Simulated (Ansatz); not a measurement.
Functionals compared on the (000-1) surface of wurtzite ZnO, O-terminated, 2x2 with 2 NH2 on 4 top atoms (bottom of the slab: 2 H on 4 bottom sites), in Ansatz (plane waves, PAW). The structure was relaxed with PBE; the other rows are single points on it. Cutoff 420 eV (500 eV for r2SCAN).

Model: 48-atom slab, 14.8 Å thick at the start with caps and adatoms, 4x4x1 mesh, Fermi-Dirac 0.025 eV, dipole correction, 8 atoms held, the rest relaxed; no symmetry held; no spin, no spin-orbit, no U. It is one candidate, not shown to be the stable structure of the face. These notes are the PBE run's.

```tsv
functional	gap of the slab on its k-mesh (eV)	highest filled level below the top vacuum level (eV)	rough cost of the single point
PBE	0.57	4.45	–
r2SCAN	[?]	[?]	around 17 core-minutes (rough)
```

Fill in the missing entries.


- r2SCAN, gap of the slab on its k-mesh (eV): 0.81
- r2SCAN, highest filled level below the top vacuum level (eV): 4.56

Ansatz is an electronic-structure program.
